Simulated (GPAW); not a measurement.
Band structure of BeB2 (P6/mmm, 3 atoms in the cell).

```xyz
3
Lattice="2.9297 0.0000 0.0000 -1.4648 2.5372 0.0000 0.0000 0.0000 2.8773" Properties=species:S:1:pos:R:3 pbc="T T T"
Be     0.0000     0.0000     0.0000
B      0.0000     1.6915     1.4387
B      1.4648     0.8457     1.4387
```

Method of the run: PBEsol, GPAW PAW datasets PBEsol (made by gpaw-setup) (plane waves; GPAW).

Settings: mode = pw; ecut = 950 eV; xc = PBEsol; kpts = 13 13 11; mesh shift (steps) = 0 0 0; occupations.name = fermi-dirac; occupations.width = 0.136 eV; nbands = -11; convergence.forces = 0.001 eV/Å; symmetry.symmorphic = false; symmetry.tolerance = 0.0005; maxiter = 120; bandpath_npoints = 40.

The starting cell comes from a database of computed structures (which also holds hypothetical and non-ambient phases and stackings), without a prior relaxation at this level.

Levels in eV from the Fermi level, bands 1 to 8:
| point | 1 | 2 | 3 | 4 | 5 | 6 | 7 | 8 |
|---|---|---|---|---|---|---|---|---|
| Γ | -14.47 | -2.28 | -0.11 | -0.11 | 3.68 | 3.68 | 5.39 | 9.44 |
| M | -10.41 | -9.68 | -3.81 | 2.39 | 3.85 | 3.98 | 7.35 | 9.40 |
| K | -8.98 | -8.98 | -7.88 | 4.08 | 4.08 | 6.82 | 8.23 | 8.23 |
| A | -12.20 | -9.07 | 0.73 | 0.73 | 7.33 | 7.33 | 8.44 | 8.44 |
| L | -8.27 | -7.46 | -5.67 | -2.29 | -2.20 | 5.20 | 5.67 | 8.12 |
| H | -7.00 | -6.30 | -6.30 | -3.80 | -3.80 | 1.90 | 9.83 | 13.93 |

Bands cross the Fermi level along this path, so the cell is metallic at this level.
